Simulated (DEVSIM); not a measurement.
Structure: GaAs n-i-p diode, at 300 K.

```tsv
layer (left to right)	material	thickness (μm)	Nd (cm⁻³)	Na (cm⁻³)	τn (s)	τp (s)
1	GaAs	1.70	1.2e17	-	1.2e-8	1.2e-8
2	GaAs	0.220	-	6.3e11	1.2e-8	1.2e-8
3	GaAs	2.10	-	4.5e17	3.6e-8	1.2e-8
```

Left contact: ohmic. Right contact: ohmic. Voltage is applied to the left contact. Recombination: SRH at mid-gap, Auger. Mobility is μmin + (μ − μmin)/(1 + (N/Nref)^α).

This is a model device: material constants are rounded textbook-type values typed into the input, and sizes, dopings and lifetimes were drawn at random. Values at 300 K.

```
parameter        GaAs
-------------  ------
gap (eV)        1.424
affinity (eV)    4.07
permittivity     12.9
Nc (cm⁻³)      4.7e17
Nv (cm⁻³)        9e18
μn (cm²/Vs)      8500
μp (cm²/Vs)       400
μn,min            500
μp,min             20
Nref,n           6e16
Nref,p         1.5e17
αn               0.39
αp               0.38
Cn (cm⁶/s)      1e-30
Cp (cm⁶/s)      1e-30
```

DEVSIM, 1D drift-diffusion, Boltzmann statistics, complete ionisation; no tunnelling, impact ionisation, image-force lowering or self-heating.

**Question.** Tabulate band edges, carrier densities and field at zero bias.

**Answer.** Energies count from the Fermi level of the right contact; mesh points crowd at the junctions.

```
x (μm)   Ec (eV)  Ev (eV)  n (cm⁻³)  p (cm⁻³)  field (V/cm)
-------  -------  -------  --------  --------  ------------
0.000      0.035   -1.389    1.2e17     < 1e2           ≈ 0
0.02992    0.035   -1.389    1.2e17     < 1e2           ≈ 0
0.1009     0.035   -1.389    1.2e17     < 1e2           ≈ 0
0.2529     0.035   -1.389    1.2e17     < 1e2           ≈ 0
0.7850     0.035   -1.389    1.2e17     < 1e2           ≈ 0
1.296      0.035   -1.389    1.2e17     < 1e2           ≈ 0
1.531      0.035   -1.389    1.2e17     < 1e2           ≈ 0
1.658      0.042   -1.381    9.1e16     < 1e2          5600
1.696      0.124   -1.300    3.8e15     < 1e2         46000
1.720      0.253   -1.171    2.7e13     < 1e2         52000
1.766      0.492   -0.932     2.6e9      2000         52000
1.863      1.002   -0.422     < 1e2    7.3e11         52000
1.905      1.218   -0.206     < 1e2    3.1e15         53000
1.929      1.333   -0.091     < 1e2    2.7e17         19000
1.995      1.347   -0.077     < 1e2    4.5e17           ≈ 0
2.116      1.347   -0.077     < 1e2    4.5e17           ≈ 0
2.384      1.347   -0.077     < 1e2    4.5e17           ≈ 0
2.970      1.347   -0.077     < 1e2    4.5e17           ≈ 0
3.678      1.347   -0.077     < 1e2    4.5e17           ≈ 0
3.886      1.347   -0.077     < 1e2    4.5e17           ≈ 0
3.973      1.347   -0.077     < 1e2    4.5e17           ≈ 0
4.020      1.347   -0.077     < 1e2    4.5e17           ≈ 0
```
